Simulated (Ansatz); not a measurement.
The reference is MgO in the rock salt structure (space group Fm-3m, No. 225).

```xyz
2
Lattice="0.0000 2.1022 2.1022 2.1022 0.0000 2.1022 2.1022 2.1022 0.0000" Properties=species:S:1:pos:R:3 pbc="T T T"
Mg     0.0000     0.0000     0.0000
O      2.1022     2.1022     2.1022
```

Cartesian axes are those of the cell as printed.

Computed with r2SCAN (Ansatz, an electronic-structure program, PAW, no SOC).

Before the change:

```
Quantity                             Value
---------------------  -------------------
Band gap                           5.68 eV
Valence-band top at Γ  0.00, 0.00, 0.00 eV
Pressure                          0.00 GPa
```

Modification: uniaxial strain ε_zz = −2.00 %, all other strain components held at zero; the atoms relax in the strained cell.

Task: Predict the new band gap.

Result: The band gap increases by 0.19 eV to 5.87 eV.

Task: How does this affect the valence-band top at Γ?

Result: The valence-band top at Γ (three highest levels, from the VBM) changes from 0.00, 0.00, 0.00 eV to 0.00, 0.00, -0.04 eV.

Task: What does the calculation give for the pressure after the change?

Result: The pressure (mean of the normal stresses, compression positive) goes from zero to 3.66 GPa.

Gaps are read on the SCF mesh and a high-symmetry path. No phonon test of stability was made.
